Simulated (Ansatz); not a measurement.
The starting structures come from a database of crystals and need not be the phases stable at ambient conditions.

Where the default PAW files enter, the runs use the earlier of Ansatz's two default sets.

Consider the following.

```yaml
crystal:
  lattice:
    - [3.77778, 0.00000, 0.00000]
    - [-1.88889, 3.27165, 0.00000]
    - [1.88889, -1.09055, 3.14749]
  atoms:
    - { symbol: Ga, position: [0.00000, 0.00000, 0.00000] }
    - { symbol: P, position: [0.25000, 0.75000, 0.25000] }
```

Space group of this cell: R3m. The cell is strained (lengths across the current scaled by 0.98, ions clamped); by r2SCAN its mean pressure is 3.9 GPa.

Transport runs along the normal of the first two printed cell vectors, the (111) (indices of the unstrained crystal) plane of the conventional cell.

No gap correction and no spin-orbit coupling; mid-gap is the computed energy nearest the middle.

Problem. Predict the band gap and the smallest decay constant κ at mid-gap from r2SCAN (Ansatz, a first-principles code).

Solution. Gap 1.76 eV on a 10×10×10 mesh; κ = 0.120 1/Å, at the zone centre.
